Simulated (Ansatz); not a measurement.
Functionals compared on the (10-12) surface of hcp Zr in its 1x1 cell, outermost plane spacing 1.27 Å in the ideal cut, in Ansatz (plane waves, PAW). The structure was relaxed with PBE; the other rows are single points on it, each with its references at the same level. Cutoff 420 eV (500 eV for r2SCAN).

Slab: 12 atoms, 10.8 Å thick at the start; k 12x5x1, smearing 0.1 eV, dipole-corrected; all atoms relaxed; start symmetry kept, larger cells not searched; no spin, no spin-orbit, no U. These notes are the PBE run's.

```json
[
 {"functional": "PBE", "surface energy (J/m²)": "1.76", "work function of the top face (eV)": "3.43", "rough cost of the single point": "–"},
 {"functional": "LDA", "surface energy (J/m²)": "1.99", "work function of the top face (eV)": "3.67", "rough cost of the single point": "around 2.0 core-minutes (rough)"},
 {"functional": "PBEsol", "surface energy (J/m²)": "1.94", "work function of the top face (eV)": "3.50", "rough cost of the single point": "roughly 2.0 core-minutes"},
 {"functional": "RPBE", "surface energy (J/m²)": "…", "work function of the top face (eV)": "…", "rough cost of the single point": "around 2.4 core-minutes (rough)"},
 {"functional": "r2SCAN", "surface energy (J/m²)": "1.91", "work function of the top face (eV)": "3.40", "rough cost of the single point": "around 4 core-minutes (rough)"}
]
```

### Question
Complete the blanks.

### Answer

- RPBE, surface energy (J/m²): 1.64
- RPBE, work function of the top face (eV): 3.30

Ansatz is a quantum-chemistry and plane-wave program.
